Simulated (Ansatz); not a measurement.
# What isotropic strain +2.93 % does to ZnS

Base system: ZnS in the wurtzite structure (space group P6_3mc, No. 186; a = 3.8451 Å, c = 6.3057 Å).

Now apply this change: the cell is scaled by 1.0293 in all directions; the atoms relax in the strained cell.

The values are results of PBE (Ansatz, an electronic-structure program; PAW; 420 eV plane waves; no spin-orbit coupling), not measurements. Γ-centred 10×10×5 mesh, Fermi–Dirac width 0.05 eV.

```tsv
quantity	base	changed	shift
volume per atom	20.18 Å³	22.01 Å³	+1.83 Å³
space group	P6_3mc (No. 186)	P6_3mc (No. 186)	–
shortest interatomic distance	2.357 Å	2.424 Å	+0.0677 Å
energy relative to the base (free energy F)	0 meV/atom	+30 meV/atom	+30 meV/atom
pressure (mean of the normal stresses, compression positive)	0.00 GPa	-4.94 GPa	-4.94 GPa
band gap	2.08 eV	1.71 eV	-0.37 eV
gap character	direct at Γ	direct at Γ	–
mean gap deformation potential ΔEg/Δln V	–	-4.3 eV	–
width of the top valence band	2.03 eV	1.79 eV	-0.245 eV
electron mass	0.16 mₑ along c, 0.18 mₑ across (at Γ)	0.14 mₑ along c, 0.16 mₑ across (at Γ)	–
valence-band top at Γ (three highest levels, from the VBM)	0.00, 0.00, -0.07 eV	0.00, 0.00, -0.06 eV	–
```

Cost of the whole job for the changed cell (relaxation, final SCF and bands): about 40 core-seconds (a rough figure).

Masses are band curvatures over ±0.01 Å⁻¹ around the edge. No phonon test of stability was made.
